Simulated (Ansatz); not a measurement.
This Ansatz (an electronic-structure program) input is the reference run, MgS in the rock salt structure (space group Fm-3m, No. 225), computed with Ansatz PBEsol, without spin-orbit coupling:

Ansatz 0.2 input:
```yaml
crystal:
  lattice:
    - [0, 2.5910008903, 2.5910008903]
    - [2.5910008903, 0, 2.5910008903]
    - [2.5910008903, 2.5910008903, 0]
  atoms:
    - { symbol: Mg, position: [0, 0, 0] }
    - { symbol: S, position: [0.5, 0.5, 0.5] }
basis: { ecutwfc: 420, ecutrho_ratio: 4, xc_grid: 2, fft_grid_basis: typed }
kpoints: { mp_grid: { grid: [11, 11, 11] } }
hamiltonian:
  xc: pbesol
  dispersion: none
  pseudopotentials: { kind: paw }
scf: { occupations: { method: fermi_dirac, width: 0.05 }, convergence: { dr2_threshold: 0.0000000002 } }
output: { forces: true, stress: true }
checkpoint: { write: state.ck, write_every: 1000 }
```

Question: Write the input for this change: the cell is compressed by 1.00 % along z with no lateral relaxation, atoms relaxed at fixed cell.

Answer: 
Ansatz 0.2 input:
```yaml
crystal:
  lattice:
    - [0, 2.5910008903, 2.5650908814]
    - [2.5910008903, 0, 2.5650908814]
    - [2.5910008903, 2.5910008903, 0]
  atoms:
    - { symbol: Mg, position: [0, 0, 0] }
    - { symbol: S, position: [0.5, 0.5, 0.5] }
basis: { ecutwfc: 420, ecutrho_ratio: 4, xc_grid: 2, fft_grid_basis: typed }
kpoints: { mp_grid: { grid: [11, 11, 11] } }
hamiltonian:
  xc: pbesol
  dispersion: none
  pseudopotentials: { kind: paw }
scf: { occupations: { method: fermi_dirac, width: 0.05 }, convergence: { dr2_threshold: 0.0000000002 } }
relax: { f_tol: 0.005, max_steps: 50 }
output: { forces: true, stress: true }
checkpoint: { write: state.ck, write_every: 1000 }
```
This is the input that was run.

The cells carry an imposed strain or load. No phonon test of stability was made.
